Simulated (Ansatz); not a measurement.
System: CsCl-type CoAl. Method: r²SCAN+rVV10 (plane waves, PAW; Ansatz, a quantum-chemistry and plane-wave program).

Settings: plane-wave cutoff 560 eV, 20×20×20 k mesh, Fermi–Dirac smearing 0.05 eV, no spin polarisation, scalar-relativistic PAW data made under PBE.

Pressure at four volumes; x = ln(V/11.183 Å³). One pressure is withheld.

| V (Å³/atom) | x | P (GPa) |
|---|---|---|
| 10.512 | -0.0619 | 14.20 |
| 11.183 | 0.0000 | 0.00 |
| 11.631 | 0.0393 | -7.28 |
| 11.854 | 0.0583 | ? |

Question: Pass a parabola P(x) through the three rows shown, estimate the bulk modulus and its pressure derivative near zero pressure, and predict the withheld pressure.

Answer: Slopes between the rows: (0.00 − (14.20))/(0.0000 − (-0.0619)) = -229.40 and (-7.28 − (0.00))/(0.0393 − (0.0000)) = -185.24 GPa. Their difference over the span 0.1012 is c = 44.16/0.1012 = 436.4 GPa, so P(x) = 14.20 + (-229.40)(x − (-0.0619)) + 436.4 (x − (-0.0619))(x − (0.0000)). At the middle row B = −dP/dx = −[-229.40 + 436.4 × 0.0619] = 202.4 GPa, and B′ = dB/dP = 2c/B = 4.3. At x = 0.0583 the parabola gives -10.32 GPa; the run gives -10.39 GPa. The Birch–Murnaghan fit to the energies at all volumes has B0 = 202 GPa and B′ = 4.2.

Measured, for comparison: bulk modulus 162 GPa (room temperature, not corrected to a static lattice; as tabulated in Yamada et al. (2019), arXiv:1910.09660). Computed (rounded) less measured: bulk modulus +25 %.
